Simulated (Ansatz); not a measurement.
Output of an Ansatz run (abridged):

```
WARN basis.ecutwfc = 420 eV, the default
WARN ansatz: RAYON_NUM_THREADS=1 ignored (pool sized by the plan → 1); use --threads N
Pseudopotentials: kind: paw
Pseudopotential: Nb, paw, valence charge 13
Pseudopotential: Pd, paw, valence charge 18
Crystal: 4 atoms, lattice volume = 69.339 Å³
Basis set: ecut = 420 eV, 1369 PW (Γ), exchange–correlation on 40×40×128 points (8 copies of the dense FFT grid, shifted against one another)
Bands: 35, of which v1, the nominal top of the filled ones, is band 29 counted from 1 (28 counted from 0)
Symmetry: 8 space group operations
Space group: Cmmm (ITA 65), of the structure as read, at distance tolerance 4.1e-5 Å
k-points: 72 of 484
PAW frozen core: Nb, regenerated for the run's functional, and the local potential with it
PAW frozen core: Pd, regenerated for the run's functional, and the local potential with it
Initial density: superposition of atomic densities (neutral atoms: chi_scale 0, normalization atom), corrected by the library's trained network
Initial wavefunctions: pseudopotential atomic-orbital guess
Eigensolver: davidson
Functional: x = pbesol(κ = 0.804, μ = 0.12345679012345678), c = pbesol(β = 0.046)
SCF iter   1: F=—  HF=-20393.692377 eV  |F-HF|=—  |Δ(HF+E_count)|=         —  Δρ=9.09e-3  dr2=2.01e-1  ethr=1.77e-3  ⟨swp⟩=5.2  Hψ=8715  notcnv=0
all-band conjugate gradients solve this SCF's bands
preconditioner: auto → Kerker (q_TF=auto, 2.641 Å⁻¹)
SCF iter   2: F=—  HF=-20393.680800 eV  |F-HF|=—  |Δ(HF+E_count)|=   1.16e-2  Δρ=4.07e-3  dr2=5.17e-2  ethr=3.53e-4  ⟨swp⟩=1.2  Hψ=3108  notcnv=0  defer=3
SCF iter   3: F=—  HF=-20393.676963 eV  |F-HF|=—  |Δ(HF+E_count)|=   3.84e-3  Δρ=7.07e-4  dr2=1.47e-3  ethr=9.07e-5  ⟨swp⟩=1.2  Hψ=2502  notcnv=0  defer=6
SCF iter   4: F=—  HF=-20393.676845 eV  |F-HF|=—  |Δ(HF+E_count)|=   1.17e-4  Δρ=1.97e-4  dr2=4.49e-5  ethr=2.57e-6  ⟨swp⟩=1.3  Hψ=2509  notcnv=0  defer=6
SCF iter   5: F=—  HF=-20393.676840 eV  |F-HF|=—  |Δ(HF+E_count)|=   4.85e-6  Δρ=3.92e-5  dr2=1.43e-6  ethr=7.88e-8  ⟨swp⟩=2.0  Hψ=3339  notcnv=0  defer=14
SCF iter   6: F=-20393.676840 eV  HF=-20393.676840 eV  |F-HF|=2.04e-8  |Δ(HF+E_count)|=   8.13e-8  Δρ=6.97e-6  dr2=4.25e-8  ethr=1.75e-10  ⟨swp⟩=6.3  Hψ=9982  notcnv=0
SCF 1 converged in 6 iterations: F = -20393.676840 eV  dr2 = 4.25e-8
SCF converged after 6 iterations
Free energy (F): -20393.676840 eV
Harris-Foulkes:  -20393.676840 eV  (|F-HF|=2.04e-8)
Internal energy: -20393.650204 eV  (E = F + TS)
E sigma→0 (E₀):  -20393.663522 eV
Entropy (-TS):   -0.026636 eV (-6.659 meV/atom)
Fermi energy:    18.117932 eV
--- Per-component energies (eV) ---
  E_band       = -372.114897
  E_kinetic    = 1696.221237
  E_local      = -4497.560646  (includes V_loc(G=0)·N_el)
  E_nonlocal   = 582.401209
  E_hartree    = 1675.409216
  E_xc         = -690.943660
  E_vxc        = -848.440157  (∫ρ·V_xc dr)
  E_paw        = -12737.473796  (= ΣΔE_a)
  E_vpaw       = -655.554633  (= ΣTr[D̂ρ^β])
  E_aug_tail   = 0.000217  (compensation charges beyond the density's cutoff)
  E_ewald      = -6422.572632
  E_core_change = 0.868651  (= ΣΔE_core)
  E_smearing   = -0.026636  (= −TS)
  E_closure    = 0.000000  (closes the sum)
  Σ components = -20393.676840   (vs F -20393.676840, Δ=0.00e0)
--- Forces (eV/Å), atoms counted from 1 ---
  atom   1  Nb     0.00000000     0.00000000     0.01127129
  atom   2  Nb     0.00000000     0.00000000    -0.01127129
  atom   3  Nb    -0.00000000     0.00000000     0.00000000
  atom   4  Pd     0.00000000     0.00000000     0.00000000
  max |Σ_I F_I| component: 1.97e-31 eV/Å
--- Stress (GPa, compression-positive) ---
       -7.231056       0.000000       0.000000
        0.000000      -6.894928       0.000000
        0.000000       0.000000      -6.893670
  P = ⅓ Tr σ = -7.0066 GPa (-70.066 kbar)
  The stress holds the Pulay correction. Without it, at fixed plane waves, as pw.x and ABINIT print it: P = -7.0335 GPa
--- Band table (eV; the first three rows and the last of 72) ---
  k-point 0: bands = ["-66.4505", "-36.3871", "-36.3733", "-36.0393", "-32.2997", "-32.0868", "-31.9996", "-12.8036", "-12.5470", "-12.0417", "-12.0388", "-11.8797", "-11.7596", "-11.7560", "-11.6335", "-11.4803", "11.7212", "13.1893", "13.6993", [...]
  k-point 1: bands = ["-66.4505", "-36.3887", "-36.3716", "-36.0394", "-32.2997", "-32.0868", "-31.9996", "-12.8109", "-12.5353", "-12.0430", "-12.0407", "-11.8810", "-11.7595", "-11.7562", "-11.6334", "-11.4803", "11.9295", "12.9024", "13.3955", [...]
  k-point 2: bands = ["-66.4483", "-36.3627", "-36.3512", "-36.0205", "-32.2975", "-32.1007", "-32.0127", "-12.7546", "-12.5486", "-12.1803", "-12.1459", "-11.8680", "-11.8314", "-11.8170", "-11.7485", "-11.5339", "12.1965", "13.5252", "13.9995", [...]
  k-point 71: bands = ["-66.4236", "-36.1254", "-36.1196", "-35.7970", "-32.2684", "-32.2003", "-32.1940", "-13.0223", "-12.9601", "-12.6850", "-12.6278", "-12.6175", "-12.3928", "-12.2773", "-12.2316", "-11.8363", "13.2360", "13.4861", "13.6559", [...]
```

The structure:

```xyz
4
Lattice="1.7226 -2.2174 0.0000 1.7226 2.2174 0.0000 0.0000 0.0000 9.0767" Properties=species:S:1:pos:R:3 pbc="T T T"
Nb     1.7226     0.0000     6.9002
Nb     1.7226     0.0000     2.1765
Nb     0.0000     0.0000     4.5384
Pd     0.0000     0.0000     0.0000
```

Question: Reconstruct the input of this run.

Answer: Other spellings and defaults could give the same log, and not every line can be read from it. The input that was run (DFT, PBEsol, plane waves, default PAW files made with PBE):

Ansatz 0.2 input:
```yaml
# Nb3Pd
crystal:
  lattice:
    - [1.722590, -2.217360, 0.000000]
    - [1.722590, 2.217360, 0.000000]
    - [0.000000, 0.000000, 9.076710]
  atoms:
    - { symbol: Nb, position: [0.500000, 0.500000, 0.760210] }
    - { symbol: Nb, position: [0.500000, 0.500000, 0.239790] }
    - { symbol: Nb, position: [0.000000, 0.000000, 0.500000] }
    - { symbol: Pd, position: [0.000000, 0.000000, 0.000000] }
kpoints:
  mp_grid: { grid: [11, 11, 4], shift: [0.5, 0.5, 0.5] }
hamiltonian:
  xc: pbesol
  pseudopotentials: { kind: paw }
scf:
  occupations: { method: fermi_dirac, width: 0.0037 Ry }
output:
  forces: true
  eigenvalues: true
  stress: true
```

The starting cell comes from a database of computed structures (which also holds hypothetical and non-ambient phases and stackings), without a prior relaxation at this level. Spin polarisation is off. With a pressure of about -7 GPa the cell is away from its equilibrium volume at this level. Ansatz's pressure includes its estimate of the finite-basis (Pulay) stress.

Ansatz is a first-principles code.
